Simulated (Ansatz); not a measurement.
Consider ZnAu in the CsCl type structure (space group Pm-3m, No. 221; a = 3.1286 Å; relaxed with 0.1 eV smearing).

Calculations: PBEsol (Ansatz, an electronic-structure program; PAW; 420 eV plane waves; scalar-relativistic without spin-orbit coupling).

Strains are applied to the cell and any free atomic positions relax.

One change was made to it. Results:

The energy rises by 1.5 meV/atom; the pressure goes from zero to -2.0 GPa.

Name the change that was made.
(A) isotropic strain −2.50 %
(B) isotropic strain +2.00 %
(C) isotropic strain +0.50 %

C, isotropic strain +0.50 %. For comparison, the energy relative to the base in the other runs: isotropic strain −2.50 % gives +43 meV/atom; isotropic strain +2.00 % gives +22 meV/atom.

No phonon test of stability was made.
